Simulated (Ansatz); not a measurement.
The starting structures come from a database of crystals and need not be the phases stable at ambient conditions.

 Where the default PAW files enter, the runs use the earlier of Ansatz's two default sets.

```
CELL_PARAMETERS angstrom
      3.14528     0.00000     0.00000
      0.00000     5.09689     0.00000
      1.57264     0.00000     2.80561
ATOMIC_POSITIONS crystal
  Al 0.00000 0.00074 0.00000
  Ga 0.66667 0.50283 0.66667
  N  0.66667 0.88820 0.66667
  N  0.00000 0.37184 0.00000
```

Space group of this cell: Cm. The cell is strained (lengths along the current scaled by 1.03, ions clamped); by r2SCAN its mean pressure is -5.9 GPa.

Transport runs along the normal of the first two printed cell vectors.

The gap is the functional's own, uncorrected, and κ follows it; spin-orbit coupling is left out. Mid-gap values are interpolated between the computed energies.

**Question.** State the band gap and the smallest decay constant κ at mid-gap according to r2SCAN in Ansatz (a program for electronic structure).

**Answer.** Gap 3.11 eV on a 12×6×12 mesh; κ = 0.210 1/Å, at the zone centre.
